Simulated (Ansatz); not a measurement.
SnSe2, response to strain

The parent structure is SnSe$_{2}$ in the CdI2 type structure (space group P-3m1, No. 164; a = 3.8402 Å, c = 6.0066 Å; layered, stacked along the Cartesian z axis). Axes: x lies along a and z along c of the hexagonal cell.

Strains are applied to the cell and any free atomic positions relax.

All numbers come from Kohn–Sham DFT with the PBE-D3(BJ) functional, run in Ansatz (an electronic-structure program) with PAW and 420 eV plane waves, without spin-orbit coupling.

Candidates:
(a) uniaxial strain ε_zz = −3.00 %
(b) uniaxial strain ε_zz = +3.00 %
(c) uniaxial strain ε_zz = +0.50 %

For the base:

* **Band gap**: 0.36 eV

**Question.** Order them by band gap, highest first.

**Answer.** (b) uniaxial strain ε_zz = +3.00 % (0.56 eV), (c) uniaxial strain ε_zz = +0.50 % (0.40 eV), (a) uniaxial strain ε_zz = −3.00 % (0.15 eV)

No phonon test of stability was made. The zero or small gap of SnSe2 under uniaxial strain ε_zz = −3.00 % can change with the level of theory.
